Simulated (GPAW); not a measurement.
Worked example: self-consistent single point of Ca (Fm-3m, 1 atom in the cell) in GPAW.

Level of theory: PBE, GPAW PAW datasets PBE (gpaw-data 1.0.1) (plane waves; GPAW).

The change in words: lattice scaled by 0.98. Reference geometry:
```xyz
1
Lattice="0.0000 2.7900 2.7900 2.7900 0.0000 2.7900 2.7900 2.7900 0.0000" Properties=species:S:1:pos:R:3 pbc="T T T"
Ca     0.0000     0.0000     0.0000
```

Reference input (self-consistent single point, DFT PBE, plane waves, GPAW PAW datasets PBE (gpaw-data 1.0.1)): mode = pw; ecut = 600 eV; xc = PBE; kpts = 8 8 8; mesh shift (steps) = 0 0 0; occupations.name = methfessel-paxton; occupations.width = 0.2 eV; occupations.order = 0; nbands = -5; symmetry.symmorphic = false; symmetry.tolerance = 0.0005; maxiter = 100. This run's input differs from it in these lines:

```diff
@@ -5,5 +5,5 @@
 atoms = Atoms(['Ca'],
-              cell=[[0.000000, 2.790000, 2.790000],
-                    [2.790000, 0.000000, 2.790000],
-                    [2.790000, 2.790000, 0.000000]],
+              cell=[[0.000000, 2.734200, 2.734200],
+                    [2.734200, 0.000000, 2.734200],
+                    [2.734200, 2.734200, 0.000000]],
               scaled_positions=[[0.000000, 0.000000, 0.000000]],
```

Output, abridged:

```
     iter     time        total  log10-change:
                         energy   eigst   dens
iter:   1 --:--:--    -1.875272
iter:   2 --:--:--    -2.014472   -0.86  -1.64
iter:   3 --:--:--    -2.032623   -1.41  -1.66
iter:   4 --:--:--    -2.038877   -2.00  -1.69
iter:   5 --:--:--    -2.040585   -2.86  -2.27
iter:   6 --:--:--    -2.036666c  -3.46  -2.35
iter:   7 --:--:--    -2.036696c  -4.15  -2.68
iter:   8 --:--:--    -2.036702c  -4.94  -3.28
iter:   9 --:--:--    -2.036701c  -5.50  -3.27
iter:  10 --:--:--    -2.036701c  -6.16  -3.78
iter:  11 --:--:--    -2.036701c  -6.65  -4.44c
iter:  12 --:--:--    -2.036701c  -7.24  -4.46c
iter:  13 --:--:--    -2.036701c  -7.81c -4.48c
Converged after 13 iterations.

Dipole moment: (-0.000000, -0.000000, -0.000000) |e|*Ang

Energy contributions relative to reference atoms: (reference = -18510.869232)

Kinetic:         +0.715661
Potential:       +1.612260
External:        +0.000000
XC:              -3.886452
Entropy (-ST):   -0.024550
Local:           -0.465895
SIC:             +0.000000
--------------------------
Free energy:     -2.048976
Extrapolated:    -2.036701

Showing only first 2 kpts
 Kpt  Band  Eigenvalues  Occupancy
  0     3    -19.38587    2.00000
  0     4     -0.58689    2.00000
  0     5      5.86546    0.00000
  0     6      5.86546    0.00000

  1     3    -19.39411    2.00000
  1     4     -0.22565    2.00000
  1     5      5.51557    0.00000
  1     6      6.01009    0.00000

Fermi level: 3.47120

No gap
No difference between direct/indirect transitions
Energy (eV): -2.036701

Forces in eV/Ang:
  0 Ca   -0.00000    0.00000    0.00000

Stress tensor:
    -0.003980     0.000000     0.000000
     0.000000    -0.003980     0.000000
     0.000000     0.000000    -0.003980
Stress (GPa, Voigt): [-0.6377 -0.6377 -0.6377  0.      0.      0.    ]
```

The run converged in 13 iterations. GPAW prints stress with tension positive. Against the reference run the free energy goes up by 1.9 meV/atom and the pressure goes from -0.43 to 0.64 GPa.

The starting cell has typed, rounded lattice constants, without a prior relaxation at this level. For this run, on top of that: lattice scaled by 0.98.
